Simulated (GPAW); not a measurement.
## Input and output of a self-consistent single point for ZnO (P6_3mc, 4 atoms in the cell) (GPAW)

Computed with PBE, GPAW PAW datasets PBE (gpaw-data 1.0.1) (plane waves; GPAW).

The input file:

```python
from ase import Atoms
from ase.units import GPa
from gpaw import GPAW, PW, FermiDirac

atoms = Atoms(['Zn', 'Zn', 'O', 'O'],
              cell=[[3.164510, 0.000000, 0.000000],
                    [-1.582255, 2.740545, 0.000000],
                    [0.000000, 0.000000, 5.104564]],
              scaled_positions=[[0.666667, 0.333333, 0.500590],
                                [0.333333, 0.666667, 0.000590],
                                [0.666667, 0.333333, 0.879720],
                                [0.333333, 0.666667, 0.379720]],
              pbc=True)

calc = GPAW(mode=PW(950),
            xc='PBE',
            kpts={'size': (10, 10, 5), 'gamma': True},
            occupations=FermiDirac(0.0),
            nbands=-8,
            convergence={'bands': -6},
            symmetry={'symmorphic': False, 'tolerance': 0.0005},
            maxiter=100,
            txt='-')

atoms.calc = calc

energy = atoms.get_potential_energy()
print('Energy (eV):', round(energy, 6))
forces = atoms.get_forces()
print('Forces (eV/Ang):')
print(forces.round(5))
stress = atoms.get_stress()
print('Stress (GPa, Voigt):', (stress / GPa).round(4))
```

Output (repeated stretches shortened):

```
Input parameters:
  convergence: {bands: -6}
  kpts: {gamma: True,
         size: (10, 10, 5)}
  maxiter: 100
  mode: {ecut: 950.0,
         name: pw}
  nbands: -8
  occupations: {fixmagmom: False,
                name: fermi-dirac,
                width: 0.0}
  symmetry: {symmorphic: False,
             tolerance: 0.0005}
  xc: PBE

species:
  Zn:
    name: Zinc
    Z: 30.0
    valence: 12
    core: 18
    charge: 0.0
    file: Zn.PBE.gz

    # Using partial waves for Zn as LCAO basis

  O:
    name: Oxygen
    Z: 8.0
    valence: 6
    core: 2
    charge: 0.0
    file: O.PBE.gz

    # Using partial waves for O as LCAO basis

Reference energy: -101804.357908  # eV

Spin-paired calculation

Convergence criteria:
 Maximum [total energy] change in last 3 cyles: 0.0005 eV / valence electron
 Maximum integral of absolute [dens]ity change: 0.0001 electrons / valence electron
 Maximum integral of absolute [eigenst]ate change: 4e-08 eV^2 / valence electron
 Maximum number of scf [iter]ations: 100

Symmetries present (total): 12
Symmetries with fractional translations: 6
500 k-points: 10 x 10 x 5 Monkhorst-Pack grid + [1/20,1/20,0.000000]
42 k-points in the irreducible part of the Brillouin zone
       k-points in crystal coordinates                weights
   0:     0.00000000    0.00000000    0.00000000          1/500
   1:     0.00000000    0.00000000    0.20000000          2/500
   2:     0.00000000    0.00000000    0.40000000          2/500
   [... 7 lines left out ...]
          ...
  41:     0.50000000    0.50000000    0.40000000          6/500

Wave functions: Plane wave expansion
  Cutoff energy: 950.000 eV
  Number of coefficients (min, max): 2899, 2966
  Pulay-stress correction: 0.000000 eV/Ang^3 (de/decut=0.000000)

Occupation numbers: # Zero width

Eigensolver

Densities:
  Coarse grid: 24*24*40 grid
  Fine grid: 48*48*80 grid
  Total Charge: 0.000000

Density mixing:
  Method: separate
  Backend: pulay
  Linear mixing parameter: 0.05
  old densities: 5
  Damping of long wavelength oscillations: 50

Hamiltonian:
  XC and Coulomb potentials evaluated on a 48*48*80 grid
  External potential:
    NoExternalPotential

XC parameters: PBE with 2 nearest neighbor stencil

Number of atoms: 4
Number of atomic orbitals: 26
Number of bands in calculation: 26
Number of valence electrons: 36
Bands to converge: 20

Density initialized from atomic densities
  26 bands from LCAO basis set

Atomic positions and initial magnetic moments

Positions:
   0 Zn     1.582257    0.913514    2.555294    ( 0.0000,  0.0000,  0.0000)
   1 Zn    -0.000002    1.827031    0.003012    ( 0.0000,  0.0000,  0.0000)
   2 O      1.582257    0.913514    4.490587    ( 0.0000,  0.0000,  0.0000)
   3 O     -0.000002    1.827031    1.938305    ( 0.0000,  0.0000,  0.0000)

Unit cell:
           periodic     x           y           z      points  spacing
  1. axis:    yes    3.164510    0.000000    0.000000    24     0.1142
  2. axis:    yes   -1.582255    2.740545    0.000000    24     0.1142
  3. axis:    yes    0.000000    0.000000    5.104564    40     0.1276

  Lengths:   3.164510   3.164509   5.104564
  Angles:   90.000000  90.000000 120.000010

Effective grid spacing dv^(1/3) = 0.1243

     iter     time        total  log10-change:
                         energy   eigst   dens
iter:   1 --:--:--   -21.105778   +0.98
iter:   2 --:--:--   -20.418440   +0.29  -1.00
iter:   3 --:--:--   -18.338737   -0.43  -1.06
iter:   4 --:--:--   -18.277994   -0.87  -1.39
iter:   5 --:--:--   -18.288168   -2.00  -1.52
iter:   6 --:--:--   -18.269312   -2.55  -2.11
iter:   7 --:--:--   -18.264989   -2.49  -2.57
iter:   8 --:--:--   -18.260652c  -3.05  -2.41
iter:   9 --:--:--   -18.259064c  -3.70  -2.76
iter:  10 --:--:--   -18.258708c  -4.08  -2.95
iter:  11 --:--:--   -18.258688c  -5.28  -3.73
iter:  12 --:--:--   -18.258689c  -6.15  -4.11c
iter:  13 --:--:--   -18.258694c  -5.82  -4.21c
iter:  14 --:--:--   -18.258689c  -6.31  -4.09c
iter:  15 --:--:--   -18.258689c  -6.62  -4.40c
iter:  16 --:--:--   -18.258689c  -7.95c -4.24c

Converged after 16 iterations.

Dipole moment: (-0.000000, 0.000000, 1.384604) |e|*Ang

Energy contributions relative to reference atoms: (reference = -101804.357908)

Kinetic:        +54.597351
Potential:      -46.886295
External:        +0.000000
XC:             -26.361054
Entropy (-ST):   +0.000000
Local:           +0.391308
SIC:             +0.000000
--------------------------
Free energy:    -18.258689
Extrapolated:   -18.258689

Showing only first 2 kpts
 Kpt  Band  Eigenvalues  Occupancy
  0    16      4.81450    2.00000
  0    17      4.81451    2.00000
  0    18      5.70194    0.00000
  0    19     10.31131    0.00000

  1    16      4.73226    2.00000
  1    17      4.73226    2.00000
  1    18      6.53561    0.00000
  1    19      9.94507    0.00000

Fermi level: 5.25822

Gap: 0.887 eV
Transition (v -> c):
  (s=0, k=0, n=17, [0.00, 0.00, 0.00]) -> (s=0, k=0, n=18, [0.00, 0.00, 0.00])
No difference between direct/indirect transitions
Energy (eV): -18.258689

Forces in eV/Ang:
  0 Zn    0.00000    0.00000    0.00124
  1 Zn   -0.00000    0.00000    0.00124
  2 O     0.00000    0.00000   -0.00090
  3 O     0.00000    0.00000   -0.00090

Stress tensor:
    -0.112587     0.000000    -0.000000
     0.000000    -0.112588     0.000000
    -0.000000     0.000000    -0.112369
Stress (GPa, Voigt): [-18.0385 -18.0385 -18.0035   0.      -0.       0.    ]
```

The run converged in 16 iterations. GPAW prints stress with tension positive.

At such cutoffs GPAW's stress carries a finite-basis (Pulay) error, which enters relaxed cells too; its log prints stress with tension positive.

The starting cell comes from a database of computed structures (which also holds hypothetical and non-ambient phases and stackings), without a prior relaxation at this level. Its lattice was rescaled by a random factor within 2.5 % of one.

Cost on one core of a shared machine: roughly 40 s.
